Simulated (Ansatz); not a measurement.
Base system: Be in the hcp (Mg type) structure (space group P6_3/mmc, No. 194; relaxed with 0.1 eV smearing).

```xyz
2
Lattice="2.2552 0.0000 0.0000 -1.1276 1.9530 0.0000 0.0000 0.0000 3.5580" Properties=species:S:1:pos:R:3 pbc="T T T"
Be     1.1276     0.6510     2.6685
Be     0.0000     1.3020     0.8895
```

Cartesian axes are those of the cell as printed.

Level of theory: PBEsol (Ansatz, a quantum-chemistry and plane-wave program, PAW, no SOC).

Strains are applied to the cell and any free atomic positions relax.

One change was made to it. Results:

```tsv
quantity	base	after
energy relative to the base (free energy F)	0 meV/atom	+6.6 meV/atom
band gap	zero	zero
```

Which change produced these results?
A. tensor shear ε_xz = +1.43 %
B. tensor shear ε_xz = +1.14 %
C. tensor shear ε_xz = +2.00 %

C, tensor shear ε_xz = +2.00 %. For comparison, the energy relative to the base in the other runs: tensor shear ε_xz = +1.43 % gives +3.4 meV/atom; tensor shear ε_xz = +1.14 % gives +2.1 meV/atom.

Stability against distortions was not tested.
